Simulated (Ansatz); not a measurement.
A computed series for Rh2Ge: pressure series

Take Rh2Ge (space group Pnma, No. 62; a = 5.4914 Å, b = 4.0106 Å, c = 7.5779 Å) as the base.

Cell and atoms are relaxed at each pressure.

All numbers come from plane-wave PAW DFT at the r2SCAN level (Ansatz, a first-principles code, 500 eV), without spin-orbit coupling, earlier PAW set.

Notes on the quantities. enthalpy: H = E + PV relative to the base's energy.

```csv
variant,enthalpy,volume per atom
base,–,13.91 Å³
pressure 3 GPa,+0.26 eV/atom,13.72 Å³
pressure 7 GPa,+0.60 eV/atom,13.50 Å³
pressure 15 GPa,+1.26 eV/atom,13.11 Å³
pressure 30 GPa,+2.46 eV/atom,12.53 Å³
```

Load acts through the strain it causes; cell and atoms are relaxed under it. Stability against distortions was not tested. Competing high-pressure phases were not computed. The final runs are not spin-polarised.
